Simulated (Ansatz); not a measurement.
We consider Ti₂InN (P6₃/mmc, No. 194, 8 atoms in the cell; start mp-1025517), described by LDA in Ansatz (plane waves, PAW).

Settings: plane-wave cutoff 520 eV, 24×24×4 k mesh (along the axes of the cell as run), Fermi–Dirac smearing 0.05 eV, no spin polarisation, scalar-relativistic PAW data made under PBE.

Cell (relaxed at this level):

```
CELL_PARAMETERS angstrom
      3.02914     0.00000     0.00000
     -1.51457     2.62331     0.00000
      0.00000     0.00000    13.72950
ATOMIC_POSITIONS crystal
  Ti 0.66667 0.33333 0.42072
  Ti 0.33333 0.66667 0.57928
  Ti 0.33333 0.66667 0.92072
  Ti 0.66667 0.33333 0.07928
  In 0.66667 0.33333 0.75000
  In 0.33333 0.66667 0.25000
  N  0.00000 0.00000 0.00000
  N  0.00000 0.00000 0.50000
```

Task: Give the computed bulk modulus B0.

Result: 
bulk modulus B0: 154 GPa

Note: the run has no spin polarisation, so it can have missed a magnetic state; the bulk modulus is −V dP/dV from two relaxed cells at ±2 % in volume; the relaxation could not lower the start's symmetry, so the cell can be a saddle point above a distorted one.

Spin–orbit coupling is not included; it can open a gap where bands touch, and shift volumes and moduli.

Computed values are for the static lattice.

It cost roughly 11 core-minutes of CPU time.

A start named mp-… is a Materials Project structure, which need not be a measured phase.

Ansatz is an electronic-structure program.
